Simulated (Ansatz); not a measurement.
Surface energy of faces of hcp Be in PBE and in r2SCAN, in Ansatz (plane waves, PAW). Symmetric slabs relaxed with PBE from ideal cuts in 1x1 cells (the lowest computed cut and spin start of each face; real faces may reconstruct in larger cells); r2SCAN values are single points on them, with the bulk at the same level. No spin-orbit coupling, no U.

```csv
face,PBE (J/m²),r2SCAN (J/m²)
(0001),1.82,1.89
(10-10),1.92,1.98
(10-11),1.89,1.95
(10-12),2.27,2.34
(10-13),2.49,2.57
(11-20),2.11,2.16
(11-21),2.47,?
(11-22),2.47,2.58
(11-23),2.63,2.73
```

### Question
Fit a straight line y = a·x + b by least squares to the 8 complete rows (x: PBE (J/m²); y: r2SCAN (J/m²)).

### Answer
the means are x̄ = 2.2000 and ȳ = 2.2750; Σ(x − x̄)² = 0.67380 and Σ(x − x̄)(y − ȳ) = 0.70810, so a = 1.051 and b = ȳ − a·x̄ = -0.037. The largest residual is 0.021.

### Question
What does the line predict for the withheld row, (11-21), and what did the calculation give?

### Answer
the line gives 2.56; the calculation gave 2.56, a miss of 0.00, of the size of the fitted rows' scatter and rounding.

Ansatz is a program for electronic structure.
